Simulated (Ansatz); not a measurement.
For WGe (model structure, started from the NiAs type, P6₃/mmc, No. 194, 4 atoms in the cell), PBE (PAW; Ansatz, a program for electronic structure) gives:

```
Property                               Result
------------------------------  -------------
equilibrium lattice constant a        3.190 Å
c axis length                         7.301 Å
formation enthalpy              0.244 eV/atom
```

**Question.** What does PBE-D3(BJ) in Ansatz (plane waves, PAW) give for the same quantities?

**Answer.** 
- lattice constant a: 3.124 Å (drops by 2.1 %)
- lattice parameter c: 7.374 Å (increases by 1.0 %)
- formation enthalpy: 0.181 eV/atom (falls by 0.063 eV/atom)

Changes are worked out from the printed values.

Unless a cell is named, each level is at its own relaxed cell (PBE 16.08, PBE-D3(BJ) 15.58 Å³/atom).

Levels without +SOC leave out spin–orbit coupling, which shifts energies and cells of such heavy elements.

Ansatz's density-functional and Hartree–Fock values are scalar-relativistic unless marked +SOC, with PAW data made under PBE.

A model structure was made by putting elements into a prototype or built by hand; it is no filed structure, need not be a known phase, and can be a saddle point held by its symmetry.
